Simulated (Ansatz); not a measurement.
The starting structures come from a database of crystals and need not be the phases stable at ambient conditions.

# Evanescent states of Sr$_{3}$Zr$_{2}$O$_{7}$ (I4/mmm, not sure to be the ambient phase, 12 atoms a cell, 15.5 Å³ an atom, -7 GPa at this level) along the normal of (100)

These are PBEsol (plane waves, PAW; Ansatz, an electronic-structure program) values and carry that method's errors.

The gap is the functional's own. No spin-orbit coupling. Mid-gap values are interpolated on the energy grid.

Energies count from the valence-band top; κ is the least over a 8×2 mesh across the current.

```csv
E (eV),κ (1/Å),where
0.07,0.171,Γ
0.23,0.192,Γ
0.38,0.210,Γ
0.53,0.224,Γ
0.68,0.236,Γ
0.82,(withheld),Γ
0.97,(withheld),Γ
1.12,(withheld),Γ
1.27,(withheld),Γ
1.43,(withheld),Γ
1.57,(withheld),Γ
1.73,(withheld),Γ
1.88,(withheld),Γ
2.02,(withheld),Γ
2.17,(withheld),Γ
2.33,(withheld),Γ
2.48,0.225,Γ
2.62,0.198,Γ
2.77,0.165,Γ
2.92,0.120,Γ
3.08,0.024,Γ
```

### Question
Some entries are withheld; supply them.

### Answer

- 0.82, κ (1/Å): 0.247
- 0.97, κ (1/Å): 0.256
- 1.12, κ (1/Å): 0.264
- 1.27, κ (1/Å): 0.271
- 1.43, κ (1/Å): 0.277
- 1.57, κ (1/Å): 0.282
- 1.73, κ (1/Å): 0.285
- 1.88, κ (1/Å): 0.288
- 2.02, κ (1/Å): 0.282
- 2.17, κ (1/Å): 0.266
- 2.33, κ (1/Å): 0.247
